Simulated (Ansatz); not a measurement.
Base system: BN in the wurtzite structure (space group P6_3mc, No. 186).

```xyz
4
Lattice="2.5232 0.0000 0.0000 -1.2616 2.1852 0.0000 0.0000 0.0000 4.1751" Properties=species:S:1:pos:R:3 pbc="T T T"
B      0.0000     1.4568     0.0013
B      1.2616     0.7284     2.0888
N      0.0000     1.4568     1.5644
N      1.2616     0.7284     3.6520
```

Cartesian axes are those of the cell as printed.

Calculations: LDA (Ansatz, an electronic-structure program, PAW, no spin-orbit coupling).

It is then changed as follows: the cell is scaled by 0.9820 in all directions; the atoms relax in the strained cell.

Question: Predict the stress tensor and what it implies for the stiffness.

Answer: Stress of the strained cell less that of the base (GPa, compression positive):
```
  23.99    0.00    0.00
   0.00   23.99    0.00
   0.00    0.00   24.56
```

Then B = −ΔP/(ΔV/V₀) with ΔV/V₀ = -0.0530 gives secant stiffness values (nonlinear terms included at this strain): B (at held cell shape, above the free-shape value) ≈ 456 GPa.

As a check, the harmonic strain energy −½ V₀ Δσ:ε is 23 meV/atom; the computed energy rise is 22 meV/atom.

Stability against distortions was not tested.
